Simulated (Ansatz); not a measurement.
Take TiAl (space group P4/mmm, No. 123; a = 2.824 Å, c = 4.071 Å) as the base. Axes: x, y, z lie along a, b, c of the conventional cell.

All numbers come from PBE/PAW in Ansatz (a first-principles code), scalar-relativistic without spin-orbit coupling.

Before the change:

```
Property            Value
---------------  --------
Volume per atom  16.24 Å³
```

The change: uniaxial stress, 2 GPa tension along z; all other stress components relax to zero.

**Question.** What happens to the energy relative to the base?

**Answer.** The energy grows by 1.6 meV/atom.

**Question.** What does the calculation give for the volume per atom after the change?

**Answer.** The volume per atom increases by 0.098 Å³ to 16.33 Å³.

Without a gap, meshes like the base's 16×16×12 leave anisotropic stresses uncertain by several tenths of a GPa, and small strain energies with them. Load acts through the strain it causes; cell and atoms are relaxed under it. Beyond what the load breaks, stability against distortions was not tested. All final runs are without spin polarisation.
